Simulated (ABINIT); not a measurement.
ABINIT 10.0.3, DFT, PBE, plane waves, JTH v2.0 PBE PAW: zinc-blende InP, 2 atoms. Basis and mesh were picked for this test and aren't claimed converged.

```text
pseudos "In.GGA_PBE-JTH.xml, P.GGA_PBE-JTH.xml"
acell 3*1.0 Angstrom
rprim
   0.0000000000    2.9345000000    2.9345000000
   2.9345000000    0.0000000000    2.9345000000
   2.9345000000    2.9345000000    0.0000000000
natom 2
ntypat 2
znucl 49 15
typat
1 2
xred
   0.0000000000    0.0000000000    0.0000000000
   0.2500000000    0.2500000000    0.2500000000
ecut 15.0
pawecutdg 30.0
pawovlp -1
nband 16
ngkpt 10 10 10
nshiftk 1
shiftk 0 0 0
nstep 100
tolvrs 1e-09
chkprim 0
chksymtnons 0
chksymbreak 0
occopt 7
tsmear 0.002
diemac 12
prtwf 0
prtden 0
prteig 0
prtebands 0
timopt -2
paral_kgb 0
diemix 0.2
```

```bash
OMP_NUM_THREADS=1 mpirun -np 4 abinit run.abi
```

The program reports k-points after symmetry: 47, bands: 16, symmetry operations: 24.

It runs on a single node (Intel Xeon 6 (Granite Rapids), 96 cores on 1 socket, 2 hardware threads a core, 3 L3 cache groups, 3 NUMA nodes).

On 4 ranks this takes 15 s. Times are wall-clock medians of two to five runs, from launch to exit, with nothing else on the machine. Unless noted, each process is bound to its own block of adjacent cores. Build: conda-forge: MPICH, OpenBLAS, FFTW3, no OpenMP, no ScaLAPACK. Other compilers and libraries give other times. Scratch files lie in a memory file system.

Q: Speed this job up; the result has to stay within 1.0 meV/atom in energy, 0.050 GPa in pressure. Keep to 4 cores.

A: One answer among several that fit: going from diemix = 0.2 to diemix = 0.7 (default), one of the fastest among the values tried that keep the result.

```diff
-diemix 0.2
```

Time: 15 s to 5.9 s (2.5× as fast). The largest move is in solving the bands at each k-point (vtowfk): 11 s to 4.0 s. Most of it follows the count of iterations, 32 against 10. These two results differ by: energy under 0.001 meV/atom, pressure equal as printed. Others tried: diemix = 1 (6.3 s).
